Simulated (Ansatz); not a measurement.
Cost and result by functional for the surface energy of the (30-31) surface of hcp Re in its 1x1 cell, outermost plane spacing 0.39 Å in the ideal cut, in Ansatz (plane waves, PAW). Single points on the PBE structure, on one kind of machine; costs are rough ratios of the slab run's core time (references not counted) to the cheapest single point. r2SCAN's cost holds its higher cutoff (500 against 420 eV). Differences are taken against r2SCAN for comparison alone: no measured value is at hand, so the table doesn't rank accuracy.

Set-up: 28 atoms, 10.6 Å thick at the start; mesh 14x3x1; 0.1 eV smearing; dipole correction on; all atoms relaxed; held to the part of the start's symmetry that mesh and held atoms allow; no spin, no spin-orbit, no U. These notes are the PBE run's.

| functional | relative cost | surface energy (J/m²) | less r2SCAN (J/m²) |
|---|---|---|---|
| LDA | 1 | 3.65 | 0.31 |
| RPBE | 1 | 2.92 | -0.42 |
| PBEsol | 1 | 3.52 | 0.19 |
| r2SCAN | 2 | 3.34 | 0.00 |
| PBE (the relaxed run's value) | – | 3.13 | -0.21 |

The values span 0.73 J/m², while the single points' costs differ by a factor of roughly 2. Differences are of unrounded values.

Ansatz is an electronic-structure program.
